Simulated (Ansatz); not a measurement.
# How the smallest direct gap on the k points sampled of Tl2O (C2/m, No. 12; start mp-551470) moves with the method

No measured value is used here.

```json
[
 {"level (code)": "LDA (Ansatz)", "value (eV)": "0.41"},
 {"level (code)": "PBEsol+SOC (Ansatz)", "value (eV)": "0.33"},
 {"level (code)": "HSE06+SOC (Ansatz)", "value (eV)": "(withheld)"},
 {"level (code)": "PBE0 (Ansatz)", "value (eV)": "1.73"}
]
```

**Question.** Complete the blanks.

**Answer.** 
- HSE06+SOC (Ansatz, a first-principles code), value (eV): 1.05

Computed values are for a static lattice. Spin–orbit coupling is included only where a level's name says +SOC; with heavier elements it mostly lowers gaps and can invert bands.  Values are at the PBE-D3(BJ) cell. Cutoffs and k meshes differ between the levels. Ansatz's density-functional and Hartree–Fock values are scalar-relativistic unless marked +SOC, with PAW data made under PBE.

A start named mp-… is a Materials Project structure, which can be a computed phase never made.
